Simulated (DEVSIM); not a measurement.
System: Si p+/n-/n+ power diode, at 350 K.

| layer (left to right) | material | thickness (μm) | Nd (cm⁻³) | Na (cm⁻³) | τn (s) | τp (s) |
|---|---|---|---|---|---|---|
| 1 | Si | 4.30 | - | 3.9e17 | 2.5e-5 | 2.5e-5 |
| 2 | Si | 12.0 | 1.7e15 | - | 2.5e-5 | 2.5e-5 |
| 3 | Si | 9.70 | 3.7e18 | - | 2.5e-5 | 2.5e-5 |

Left contact: ohmic. Right contact: ohmic. Voltage is applied to the left contact. Recombination: SRH at mid-gap, radiative, Auger. Mobility is constant in doping.

Constants are typed, rounded textbook-type inputs, not results; the design itself was drawn at random and stands for no fabricated device. Values at 300 K; Nc and Nv go as T^1.5, mobilities as T to minus their exponent, the gap by Varshni's rule with the affinity fixed.

```csv
parameter,Si
gap (eV),1.124
affinity (eV),4.05
permittivity,11.7
Nc (cm⁻³),2.86e19
Nv (cm⁻³),3.1e19
μn (cm²/Vs),1417
μp (cm²/Vs),470
T exponent of μn,2.3
T exponent of μp,2.2
B (cm³/s),4.7e-15
Cn (cm⁶/s),2.8e-31
Cp (cm⁶/s),9.9e-32
Varshni α (eV/K),0.000473
Varshni β (K),636
```

Simulated with DEVSIM: 1D drift-diffusion, Boltzmann statistics, complete ionisation; no tunnelling, impact ionisation, image-force lowering or self-heating.

Q: Tabulate band edges, carrier densities and field at 0.9 V on the left contact.

A: Energies count from the Fermi level of the right contact; mesh points crowd at the junctions.

```csv
x (μm),Ec (eV),Ev (eV),n (cm⁻³),p (cm⁻³),field (V/cm)
0.000,0.072,-1.039,370000,3.9e17,77
0.06769,0.072,-1.038,5.3e15,4.0e17,75
0.3241,0.074,-1.037,2.5e16,4.1e17,68
1.295,0.080,-1.031,9.0e16,4.8e17,53
3.702,0.090,-1.020,2.3e17,6.2e17,36
4.160,0.092,-1.019,2.5e17,6.4e17,34
4.281,0.092,-1.019,2.6e17,6.4e17,-230
4.354,0.079,-1.032,4.1e17,4.1e17,36
4.576,0.079,-1.031,4.2e17,4.2e17,36
5.422,0.082,-1.028,4.4e17,4.4e17,34
8.662,0.092,-1.018,5.4e17,5.4e17,28
14.87,0.107,-1.004,7.2e17,7.2e17,21
15.95,0.109,-1.001,7.5e17,7.5e17,20
16.23,0.110,-1.001,7.6e17,7.6e17,20
16.31,0.061,-1.049,3.8e18,1.5e17,-730
16.41,0.061,-1.049,3.8e18,1.5e17,≈ 0
16.78,0.062,-1.049,3.8e18,1.4e17,≈ 0
18.21,0.063,-1.048,3.8e18,1.2e17,≈ 0
23.95,0.067,-1.044,3.7e18,3.3e16,≈ 0
25.48,0.068,-1.042,3.7e18,8.5e15,≈ 0
25.88,0.069,-1.042,3.7e18,1.9e15,≈ 0
26.00,0.069,-1.042,3.7e18,39000,≈ 0
```
